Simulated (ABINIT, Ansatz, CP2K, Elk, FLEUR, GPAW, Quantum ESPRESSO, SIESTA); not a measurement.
# One structure in several programs: As (R-3m, 2 atoms in the cell)

Self-consistent single point, at a second geometry (lattice scaled by 0.98). First geometry:

```xyz
2
Lattice="1.8774 1.0839 3.7043 -1.8774 1.0839 3.7043 0.0000 -2.1678 3.7043" Properties=species:S:1:pos:R:3 pbc="T T T"
As     0.0000     0.0000     2.4941
As     0.0000     0.0000     8.6189
```

Shared settings, as Ansatz (a first-principles code) writes them: kpoints.mp_grid.grid = 11 11 11; scf.occupations.method = fermi_dirac; scf.occupations.width = 0.1 eV. Potentials and cutoffs stand in the table.

| code | model | ΔF from the first geometry (meV/atom) | pressure (GPa) | largest force (eV/Å) | cutoff |
|---|---|---|---|---|---|
| CP2K | PBE, GPW, DZVP-MOLOPT-SR-GTH basis, GTH-PBE potentials (GTH_POTENTIALS) | 39.9 | 7.49 | 0.922 | grid 400 Ry |
| Quantum ESPRESSO | PBE, PSlibrary ultrasoft (PBE) pseudopotentials | 36.0 | 6.86 | 0.790 | 30 Ry |
| SIESTA | GGA PBE, numerical atomic orbitals TZP, PseudoDojo PBE standard norm-conserving potentials (rewritten from UPF to PSML) | 69.2 | 11.18 | 1.478 | grid 350 Ry |
| ABINIT | PBE, norm-conserving pseudopotentials (PseudoDojo nc-sr-05 PBE standard) | 35.2 | 6.84 | 0.751 | 42 Ha |
| GPAW | PBE, GPAW PAW datasets PBE (gpaw-data 1.0.1) | 36.2 | 7.01 | 0.808 | 600 eV |
| FLEUR | PBE, all-electron FLAPW (FLEUR), scalar-relativistic valence | 41.9 | – | 0.865 | Kmax 3.5 1/bohr |
| Elk | PBE, all-electron FP-LAPW, Elk's shipped species files, APW+lo basis with extra local orbitals | 33.3 | – | – | rgkmax 7.5 |
| Ansatz | PBE, PAW files | 34.4 | 6.71 | 0.740 | default |

A dash marks a value that a program does not give, or that is left out as unsure.

The spread over the programs that give each value: ΔF from the first geometry within 35.9 meV/atom; pressure within 4.47 GPa; largest force within 0.738 eV/Å.

CP2K and SIESTA use small atom-centred bases, whose incompleteness enters pressures, forces and empty levels differently from a plane-wave cutoff. FLEUR and Elk treat all electrons, but the usual bases taken here (sphere radii, linearisation, local orbitals, empty states) were not tested for convergence, so the values are no reference for the others. Ansatz's pressure is given at a fixed set of plane waves, as the other plane-wave codes print theirs; with its correction for the finite basis it is 6.74 GPa. In the pressure, SIESTA (by 4.33) lies more than 1 GPa from the median of the plane-wave programs. In the force vectors, CP2K (by 0.152), SIESTA (by 0.708) and FLEUR (by 0.095) lie more than 0.08 eV/Å from the median of the plane-wave programs.

The starting cell comes from a database of computed structures (which also holds hypothetical and non-ambient phases and stackings), without a prior relaxation at this level. For this run, on top of that: lattice scaled by 0.98.

Keys are those of Ansatz 0.2.
